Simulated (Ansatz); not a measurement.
## Convergence study of the plane-wave cutoff for Cu₃Sn (I4mm, 4 atoms in the cell)

```xyz
4
Lattice="0.0000 3.0676 3.0676 3.0676 0.0000 3.0676 3.0676 3.0676 0.0000" Properties=species:S:1:pos:R:3 pbc="T T T"
Cu     3.0676     3.0676     3.1176
Cu     4.6014     4.6014     4.6014
Cu     1.5338     1.5338     1.5338
Sn     0.0000     0.0000     0.0000
```

Method of the run: LDA (PW92), default PAW files made with PBE (plane waves; Ansatz, a first-principles code).

Base settings: basis.ecutwfc = 420 eV; kpoints.mp_grid.grid = 8 8 8; hamiltonian.xc = lda; hamiltonian.pseudopotentials = {kind: paw} (the program's default PAW files); scf.occupations.method = fermi_dirac; scf.occupations.width = 0.1 eV.

The second cell is the first with its lattice scaled by 0.98.

The mesh stays at the base's, so the ladder's end is converged at best in this setting alone.

The first pressure column holds Ansatz's estimate of the finite-basis (Pulay) stress, which hides part of the cutoff error; the other is without it.

Only quantities that move along the ladder and can be compared are tabulated.

The count of work is k-points × plane waves × bands × iterations; it is no time. 

The starting cell comes from a database of computed structures (which also holds hypothetical and non-ambient phases and stackings), without a prior relaxation at this level. Its lattice was rescaled by up to half a per cent. One atom was moved a little off its site on purpose. Spin polarisation is off. In the base run, with a pressure of about -9 GPa the cell is away from its equilibrium volume at this level.

| basis.ecutwfc | free energy less the last step's (meV/atom) | energy of the compressed cell less the first (meV/atom) | pressure (GPa) | pressure without the Pulay estimate (GPa) | largest difference of a force vector from the last step's (eV/Å) | count of work / last |
|---|---|---|---|---|---|---|
| 145 eV | 92526.46 | -695.10 | 122.52 | -3597.96 | 0.844 | 0.083 |
| 170 eV | 37318.40 | -258.76 | -3.13 | -1683.18 | 0.315 | 0.083 |
| 190 eV | 18301.05 | -109.06 | -3.78 | -922.09 | 0.200 | 0.087 |
| 210 eV | 8951.83 | -90.16 | -5.33 | -508.12 | 0.183 | 0.11 |
| 230 eV | 4292.18 | -1.27 | -8.34 | -279.15 | 0.110 | 0.12 |
| 250 eV | 1985.95 | 14.16 | -8.44 | -151.49 | 0.070 | 0.14 |
| 295 eV | 280.49 | -20.05 | -7.20 | -37.01 | 0.042 | 0.15 |
| 335 eV | 36.60 | -28.94 | -8.73 | -13.56 | 0.003 | 0.19 |
| 380 eV | 4.42 | -29.37 | -8.77 | -9.16 | 0.000 | 0.22 |
| 420 eV | 2.14 | -29.70 | -8.83 | -8.92 | 0.000 | 0.27 |
| 460 eV | 1.14 | -29.78 | -8.84 | -8.91 | 0.000 | 0.30 |
| 505 eV | 0.61 | -29.82 | -8.85 | -8.87 | 0.000 | 0.34 |
| 565 eV | 0.42 | -29.83 | -8.85 | -8.86 | 0.000 | 0.42 |
| 630 eV | 0.23 | -29.84 | -8.85 | -8.87 | 0.000 | 0.49 |
| 735 eV | 0.06 | -29.85 | -8.85 | -8.86 | 0.000 | 0.62 |
| 840 eV | 0.04 | -29.85 | -8.85 | -8.86 | 0.000 | 0.73 |
| 1010 eV | 0.00 | -29.85 | -8.85 | -8.86 | 0.000 | 1.0 |

Coarsest basis.ecutwfc that holds the forces within 0.01 eV/Å of the last step, with all finer ones: 335 eV, at 0.19 of the last step's count of work; the step before is off by 0.042 eV/Å.

Coarsest basis.ecutwfc that holds the energy of the compressed cell less the first within 1 meV/atom of the last step, with all finer ones: 335 eV, at 0.19 of the last step's count of work; the step before is off by 9.8 meV/atom.

Coarsest basis.ecutwfc that holds the pressure within 0.05 GPa of the last step, with all finer ones: 420 eV, at 0.27 of the last step's count of work; the step before is off by 0.08 GPa.

The energy difference between the two cells stays within 1 meV/atom of the last step's from 335 eV on, the total only from 505 eV on: much of the error is common to both cells and cancels.

At the lowest cutoff the pressure without the Pulay estimate lies 3590 GPa under the last step's, the usual sign of Pulay stress in an incomplete plane-wave basis.

Keys are those of Ansatz 0.2.
